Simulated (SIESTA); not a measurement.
A self-consistent single point of NiAl (Pm-3m, 2 atoms in the cell) with SIESTA.

Level of theory: LDA PW92, numerical atomic orbitals DZP, PseudoDojo LDA standard norm-conserving potentials (rewritten from UPF to PSML) (SIESTA 5.4.2).

```
CELL_PARAMETERS angstrom
      2.90994     0.00000     0.00000
      0.00000     2.90994     0.00000
      0.00000     0.00000     2.90994
ATOMIC_POSITIONS crystal
  Al 0.50000 0.50000 0.50000
  Ni 0.00000 0.00000 0.00000
```

Reference input (self-consistent single point, DFT, GGA PBE, numerical atomic orbitals DZP, PseudoDojo PBE standard norm-conserving potentials (rewritten from UPF to PSML)): XC.functional = GGA; XC.authors = PBE; potentials = PseudoDojo PBE standard; PAO.BasisSize = DZP; PAO.EnergyShift = 0.01 Ry; MeshCutoff = 400 Ry; kgrid.MonkhorstPack = 8 8 8; OccupationFunction = MP; OccupationMPOrder = 0; ElectronicTemperature = 100 meV; MaxSCFIterations = 150; SCF.Mixer.Method = Pulay. This run's input differs from it in these lines:

```diff
@@ -1,2 +1,2 @@
-# files in the folder: Al.psml Ni.psml (PseudoDojo PBE standard)
+# files in the folder: Al.psml Ni.psml (PseudoDojo LDA standard)
 SystemName  NiAl
@@ -22,4 +22,4 @@
 
-XC.functional                GGA
-XC.authors                   PBE
+XC.functional                LDA
+XC.authors                   PW92
 PAO.BasisSize                DZP
```

Log, with long lists cut:

```
        iscf     Eharris(eV)        E_KS(eV)     FreeEng(eV)     dDmax    Ef(eV) dHmax(eV)
   scf:    1    -4573.687536    -4611.148413    -4611.162115  1.464356 -2.575651 27.151673
   scf:    2    -4633.123678    -4625.199149    -4625.208615  0.344110 -4.214276  9.225820
   scf:    3    -4627.304765    -4626.823228    -4626.830016  0.130113 -4.899508  1.246874
   scf:    4    -4626.423666    -4626.718432    -4626.724854  0.082978 -5.173758  2.313756
   scf:    5    -4626.902654    -4626.855998    -4626.862410  0.019995 -4.981905  0.235488
   scf:    6    -4626.857943    -4626.857531    -4626.864002  0.003973 -4.961300  0.016571
   [... lines left out ...]
mix: Pulay -- inversion failed, > SVD [rank/size] 3 / 7
   scf:   11    -4626.857533    -4626.857536    -4626.864031  0.000210 -4.962431  0.000433
mix: Pulay -- inversion failed, > SVD [rank/size] 3 / 7
   scf:   12    -4626.857537    -4626.857536    -4626.864031  0.000018 -4.962473  0.000309
mix: Pulay -- inversion failed, > SVD [rank/size] 4 / 7
   scf:   13    -4626.857538    -4626.857537    -4626.864031  0.000139 -4.962611  0.000057
mix: Pulay -- inversion failed, > SVD [rank/size] 4 / 7
   scf:   14    -4626.857537    -4626.857537    -4626.864031  0.000001 -4.962615  0.000002
SCF Convergence by DM+H criterion
max |DM_out - DM_in|         :     0.0000006667
max |H_out - H_in|      (eV) :     0.0000024087
SCF cycle converged after 14 iterations

Using DM_out to compute the final energy and forces

siesta: E_KS(eV) =            -4626.8575

siesta: E_KS - E_eggbox =     -4626.8575

siesta: Atomic forces (eV/Ang):
     1    0.000000    0.000000    0.000000
     2   -0.000000   -0.000000   -0.000000
   Tot   -0.000000   -0.000000   -0.000000
   Max    0.000000
   Res    0.000000    sqrt( Sum f_i^2 / 3N )
   Max    0.000000    constrained

Stress tensor Voigt[x,y,z,yz,xz,xy] (kbar):      155.02      155.02      155.02       -0.00       -0.00        0.00
(Free)E + p*V (eV/cell)    -4629.2481
Target enthalpy (eV/cell)    -4626.8640

siesta: Program's energy decomposition (eV):
siesta: FreeEng =     -4626.864031

   [... lines left out ...]
siesta: Cell volume =         24.640672 Ang**3
siesta:        -155.01903127       -155.01903127  kBar
   [... lines left out ...]
               3dz2    3dxz    3dx2-y2
   2 17.305   1.884  -0.192   0.137   2.009   2.009   2.009   0.322   0.322
              0.322   1.785   1.785   1.797   1.785   1.797  -0.083  -0.083

             -0.109  -0.083  -0.109

mulliken: Qtot =       21.000

Mulliken Atomic Populations:
Atom #   charge [q] valence [e]  Species
     1    -0.695350    3.695350  Al
     2     0.695350   17.304650  Ni
 Total    -0.000000
```

The run converged in 14 iterations. Against the reference run the pressure goes from -5.06 to -15.50 GPa.

The starting cell has typed, rounded lattice constants, without a prior relaxation at this level. Its lattice was rescaled by a random factor within 2.5 % of one. Spin polarisation is off. Values carry the incompleteness of an atom-centred basis. With a pressure of about -16 GPa the cell is away from its equilibrium volume at this level.

Cost on one core of a shared machine: roughly 40 s.
